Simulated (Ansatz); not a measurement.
The starting structures come from a database of crystals and need not be the phases stable at ambient conditions.

Consider the following.

```xyz
14
Lattice="3.9593 0.0000 0.0000 0.0000 9.6661 0.0000 0.0000 4.8330 6.7372" Properties=species:S:1:pos:R:3 pbc="T T T"
La     1.9796     2.0556     0.0000
La     1.9796     7.6105     0.0000
La     0.0000     9.6661     4.8801
La     0.0000     4.8330     1.8570
C      1.9796     7.2496     3.3686
C      1.9796     2.4165     3.3686
N      0.0000     6.3380     0.0000
N      0.0000     8.1612     6.7372
N      1.9796     6.4961     2.3894
N      1.9796     8.0030     4.3478
N      1.9796    11.3291     4.3478
N      1.9796     3.1700     2.3894
Cl     0.0000     4.8330     5.0950
Cl     0.0000     9.6661     1.6421
```

Space group of this cell: Cmmm. The cell is taken as given; by r2SCAN its mean pressure is -1.2 GPa.

Transport runs along the normal of the first two printed cell vectors.

No gap correction and no spin-orbit coupling; mid-gap values are interpolated between computed energies.

Question: State the band gap and the smallest decay constant κ at mid-gap according to Ansatz (a quantum-chemistry and plane-wave program) with r2SCAN.

Answer: Gap 2.13 eV on a 8×6×6 mesh; κ = 0.348 1/Å, at (0.000, 0.250) of the in-plane reciprocal vectors. At the zone centre, at the nearest computed energy, the slowest state has κ = 0.35 1/Å.
